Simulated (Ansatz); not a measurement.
HfO₂ (model structure, started from the CdI2 type, P-3m1, No. 164, 3 atoms in the cell) was calculated with PBEsol (plane waves, PAW; Ansatz, a program for electronic structure).

Settings: plane-wave cutoff 500 eV, 18×18×8 k mesh (along the axes of the cell as run), Fermi–Dirac smearing 0.05 eV, scalar-relativistic PAW data made under PBE.

Cell (relaxed at this level):

```xyz
3
Lattice="3.2193 0.0000 0.0000 -1.6096 2.7880 0.0000 0.0000 0.0000 5.1850" Properties=species:S:1:pos:R:3 pbc="T T T"
Hf     0.0000     0.0000     0.0000
O      0.0000     1.8587     0.9649
O      1.6096     0.9293     4.2201
```

Problem. What does this level give for the band gap?

Solution. 
- band gap = 4.72 eV (on the SCF k mesh)

Note: the relaxation could raise the start's symmetry but not lower it, so the cell can be a saddle point; the cell has widely spaced layers and the level no dispersion term, so their spacing and the moduli can rest on weak binding.

Spin–orbit coupling is not included.

Computed values are for the static lattice.

Computing time: roughly 80 core-seconds.

A model structure was made by putting elements into a prototype or built by hand; it is no filed structure, need not be a known phase, and can be a saddle point held by its symmetry.
